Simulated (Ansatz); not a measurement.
Data:

```
CaSe
1.0
    0.00000     3.25086     3.25086
    3.25086     0.00000     3.25086
    3.25086     3.25086     0.00000
Se Ca
1 1
Direct
  0.25000   0.25000   0.25000
  0.00000   0.00000   0.00000
```

No spin polarisation.

The values are results of Ansatz (a program for electronic structure) PBEsol, scalar-relativistic without spin-orbit coupling, not measurements. Settings: 9×9×9 k-points, 0.05 eV Fermi–Dirac smearing.

Q: Predict the electron mass and smallest direct gap.

A: 
```json
{
 "electron_mass": "0.30 mₑ (at Γ)",
 "smallest_direct_gap": "3.24 eV"
}
```

Masses are band curvatures over ±0.01 Å⁻¹ around the edge. Stability against distortions was not tested. The cell was made from BeSe by this change: Be → Ca; the result is a model cell, its experimental status unchecked. This is not the structure that CaSe has at room temperature and ambient pressure.
